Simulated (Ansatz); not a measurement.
Take W3N4 (space group Pm-3m, No. 221; a = 4.179 Å) as the base. Axes: x, y, z lie along the cube axes.

Method: Kohn–Sham DFT with the PBEsol functional, run in Ansatz (a quantum-chemistry and plane-wave program) with PAW and 420 eV plane waves, without spin-orbit coupling.

Strains are applied to the cell and any free atomic positions relax; under biaxial strain the out-of-plane vector relaxes too.

One change was made to it. Results:

```json
[
 {"quantity": "volume per atom", "base": "10.43 Å³", "after": "10.39 Å³"},
 {"quantity": "pressure (mean of the normal stresses, compression positive)", "base": "0.0 GPa", "after": "1.3 GPa"},
 {"quantity": "band gap", "base": "zero", "after": "zero"}
]
```

### Question
Which change produced these results?
A) biaxial strain −3.17 %, plane normal [111], relaxed out of plane
B) tensor shear ε_xy = −3.49 %
C) biaxial strain −0.37 %, plane normal [110], relaxed out of plane
D) isotropic strain −2.39 %
E) uniaxial strain ε_yy = +1.76 %

### Answer
C, biaxial strain −0.37 %, plane normal [110], relaxed out of plane. For comparison, the pressure in the other runs: tensor shear ε_xy = −3.49 % gives 0.4 GPa; isotropic strain −2.39 % gives 31.8 GPa; uniaxial strain ε_yy = +1.76 % gives -6.0 GPa; biaxial strain −3.17 %, plane normal [111], relaxed out of plane gives 7.3 GPa.

Without a gap, meshes like the base's 11×11×11 leave anisotropic stresses uncertain by several tenths of a GPa, and small strain energies with them. No phonon test of stability was made. The final runs are not spin-polarised.
